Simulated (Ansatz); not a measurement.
```xyz
104
Lattice="5.6468 0.0001 0.0667 0.0000 5.6471 -0.0089 -0.6214 -1.9254 26.7958" Properties=species:S:1:pos:R:3 pbc="T T T"
C      4.7882     3.5005     1.7517
C      2.5451     4.6700     1.8056
C      3.5704     1.1267     1.8225
C      1.3295     2.2961     1.7127
C      0.2342     0.0746     1.8214
C      3.8639     4.4952     0.9956
C      1.5357     5.5039     1.0119
C      2.2710     1.2983     0.9806
C      0.2458     2.8971     0.8335
C      4.5983     0.2889     1.0561
C      5.2677     1.7887     3.6133
C      3.0372     2.9013     3.5508
C      4.1840     5.1516     3.6376
C      1.8882     0.6513     3.6175
C      0.8058     4.0139     3.5572
C      4.1466     2.3377     2.6396
C      1.9499     3.4621     2.6122
C      3.0459     0.0767     2.8094
C      0.7304     1.2269     2.7042
C      5.3635     4.5729     2.7538
C      4.7110     3.4667     5.3993
C      2.4532     4.5946     5.3731
C      3.5775     1.2140     5.3917
C      1.3198     2.3419     5.3610
C      0.1919     0.0807     5.3583
C      3.5963     4.0221     4.4905
C      1.3326     5.1566     4.4745
C      2.4558     1.7835     4.4802
C      0.2028     2.9027     4.4491
C      4.7191     0.6491     4.5215
C      5.2536     1.7771     7.1963
C      2.9946     2.9070     7.1671
C      4.1226     5.1665     7.1788
C      1.8647     0.6479     7.1591
C      0.7353     4.0371     7.1398
C      4.1361     2.3403     6.2890
C      1.8739     3.4711     6.2607
C      3.0045     0.0821     6.2797
C      0.7493     1.2105     6.2521
C      5.2600     4.6007     6.3004
C      4.6705     3.4740     8.9720
C      2.4098     4.6034     8.9451
C      3.5344     1.2169     8.9626
C      1.2793     2.3453     8.9350
C      0.1476     0.0871     8.9257
C      3.5485     4.0374     8.0660
C      1.2891     5.1674     8.0386
C      2.4190     1.7794     8.0555
C      0.1612     2.9080     8.0270
C      4.6769     0.6504     8.0851
C      5.2115     1.7786    10.7598
C      2.9513     2.9181    10.7313
C      4.0810    -0.4753    10.7656
C      1.8280     0.6440    10.7344
C      0.6875     4.0526    10.7154
C      4.0920     2.3468     9.8564
C      1.8306     3.4800     9.8327
C      2.9640     0.0855     9.8536
C      0.7063     1.2134     9.8230
C      5.2195     4.6079     9.8731
C      4.5673     3.5018    12.5188
C      2.3342     4.6126    12.5938
C      3.5536     1.2006    12.5104
C      1.2379     2.3512    12.4052
C      0.1375     0.0900    12.5748
C      3.4781     4.0606    11.6486
C      1.2468    -0.4738    11.6638
C      2.3957     1.7762    11.5972
C      0.0998     2.9231    11.5682
C      4.6629     0.6388    11.6680
C      5.3326     2.1381    14.2254
C      2.7484     2.5701    14.1937
C      4.0387    -0.4687    14.3814
C      2.0130     1.1294    14.2329
C      0.4201     3.5797    14.2111
C      4.0502     2.3526    13.3932
C      1.7389     3.4047    13.4006
C      2.9545     0.1313    13.5021
C      0.7135     1.3008    13.3917
C      5.1427     4.5744    13.5207
Pd    -0.2918    -0.4302    18.0708
Pd     2.6219    -0.4772    18.0999
Pd    -0.2839     2.3520    18.0520
Pd     2.6250     2.3841    18.0843
Pd     4.4819     0.9545    15.8474
Pd     1.4519     0.9088    16.1606
Pd     3.5554     3.7647    15.8321
Pd     0.9300     3.8306    16.1504
Pd    -0.2941    -0.4509    21.9393
Pd     2.5212    -0.4431    21.9978
Pd    -0.2887     2.3783    21.9340
Pd     2.5285     2.3775    21.9934
Pd     3.9664     0.9665    20.0706
Pd     1.1509     0.9587    20.0122
Pd     3.9607     3.7846    20.0675
Pd     1.1434     3.7853    20.0073
Pd    -0.8166    -0.4512    26.1639
Pd     2.2154    -0.3921    25.8512
Pd     0.1112     2.3853    26.1688
Pd     2.7385     2.3333    25.8493
Pd     3.9656     0.9438    23.9418
Pd     1.0522     0.9913    23.9078
Pd     3.9535    -1.8380    23.9553
Pd     1.0447    -1.8706    23.9289
```

The first 80 atoms are the substrate (C-dia), the rest the film (Pd).

All values below come from PBE (plane waves to 420 eV, PAW; Ansatz, an electronic-structure program). Scalar-relativistic, without spin–orbit coupling; the runs are not spin-polarised; PBE gaps are too small against experiment. Its k-point mesh 5×5×1, Fermi–Dirac width 0.05 eV.

Task: Describe the bonding at the interfaces and give the barriers.

Result: A periodic stack without vacuum, fcc Pd (0 0 1) on diamond (0 0 1) (film strained to the substrate, started from cuts of the bulks and a machine-learned relaxation): substrate slab C80, film Pd24, surface cells [[-3, -1], [-1, -2]] and [[2, 0], [2, 2]], film strained by +1.3 and +1.3 %, outermost planes C/C and Pd/Pd as cut, which need not be the usual terminations and can put a slab off its formula.
- interface area: 31.9 Å²
- period: 26.80 Å
- gaps between the outermost planes at the two interfaces: 1.46 and 1.46 Å
- C–Pd contacts across the interfaces within 1.22 times the sum of covalent radii: 12, mean 2.10 Å
- hole barrier (PBE): 0.41 eV
- electron barrier (PBE): 3.71 eV
